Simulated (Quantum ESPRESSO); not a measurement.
A series of runs on GeTePb2Se2 (P3m1, 6 atoms in the cell)

```
GeTe(PbSe)2
1.0
    4.22548     0.00000     0.00000
   -2.11274     3.65937     0.00000
    0.00000     0.00000    10.59557
Ge Te Pb Se
1 1 2 2
Direct
  0.00000   0.00000   0.00620
  0.66667   0.33333   0.86465
  0.66667   0.33333   0.31332
  0.33333   0.66667   0.65422
  0.33333   0.66667   0.16037
  0.00000   0.00000   0.50123
```

Base run A: PBEsol, GBRV 1.5 ultrasoft (PBESOL) pseudopotentials run with Quantum ESPRESSO, self-consistent single point.

Its settings: ecutwfc = 50 Ry; ecutrho = 250 Ry; occupations = smearing; smearing = gaussian; degauss = 0.00147 Ry; K_POINTS = automatic 6 6 2 0 0 0; conv_thr = 1e-09 Ry.

The starting cell comes from a database of computed structures (which also holds hypothetical and non-ambient phases and stackings), without a prior relaxation at this level. Its lattice was rescaled by a random factor within 2.5 % of one. Spin-orbit coupling is off.

ΔF is the free energy per atom less that of run A. 

```tsv
run	K_POINTS	ΔF (meV/atom)	pressure (GPa)	largest force (eV/Å)	gap on the mesh (eV)	k-points
A	automatic 6 6 2 0 0 0	0.00	0.83	0.092	0.350	14
B	automatic 3 3 1 0 0 0	-71.5	-0.38	0.160	1.659	3
C	automatic 4 4 2 0 0 0	-9.2	0.64	0.115	0.345	8
D	automatic 5 5 2 0 0 0	-3.1	0.76	0.073	0.827	10
```

Run D against A: The free energy drops by 3.1 meV/atom, the pressure hardly changes (0.83 to 0.76 GPa), the largest force goes from 0.092 to 0.073 eV/Å and the gap on the mesh goes from 0.350 to 0.827 eV.

Run C against A: The free energy falls by 9.2 meV/atom, the pressure goes from 0.83 to 0.64 GPa, the largest force goes from 0.092 to 0.115 eV/Å and the gap on the mesh hardly changes (0.350 to 0.345 eV).

Run B against A: The free energy goes down by 71.5 meV/atom, the pressure goes from 0.83 to -0.38 GPa, the largest force goes from 0.092 to 0.160 eV/Å and the gap on the mesh goes from 0.350 to 1.659 eV.
